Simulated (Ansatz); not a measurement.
## Response to strain in Ga2O3

Take Ga2O3 in the corundum structure (space group R-3c, No. 167) as the base.

```yaml
crystal:
  lattice:
    - [2.52885, 1.46003, 4.54101]
    - [-2.52885, 1.46003, 4.54101]
    - [0.00000, -2.92006, 4.54101]
  atoms:
    - { symbol: Ga, position: [0.64416, 0.64416, 0.64416] }
    - { symbol: Ga, position: [0.14416, 0.14416, 0.14416] }
    - { symbol: Ga, position: [0.35584, 0.35584, 0.35584] }
    - { symbol: Ga, position: [0.85584, 0.85584, 0.85584] }
    - { symbol: O, position: [0.75000, 0.44687, 0.05313] }
    - { symbol: O, position: [0.05313, 0.75000, 0.44687] }
    - { symbol: O, position: [0.25000, 0.55313, 0.94687] }
    - { symbol: O, position: [0.55313, 0.94687, 0.25000] }
    - { symbol: O, position: [0.94687, 0.25000, 0.55313] }
    - { symbol: O, position: [0.44687, 0.05313, 0.75000] }
```

Strains are applied to the cell and any free atomic positions relax.

Method: PBE (Ansatz, a quantum-chemistry and plane-wave program, PAW, no spin-orbit coupling).

Candidates:
(a) isotropic strain −2.25 %
(b) isotropic strain −0.75 %
(c) isotropic strain −3.00 %
(d) isotropic strain −1.50 %

For the base:

```
Quantity   Result
--------  -------
Band gap  2.40 eV
```

Task: Order them by band gap, highest first.

Result: (c) isotropic strain −3.00 % (3.39 eV), (a) isotropic strain −2.25 % (3.13 eV), (d) isotropic strain −1.50 % (2.88 eV), (b) isotropic strain −0.75 % (2.64 eV)

Gaps are read on the SCF mesh and a high-symmetry path. No phonon test of stability was made.
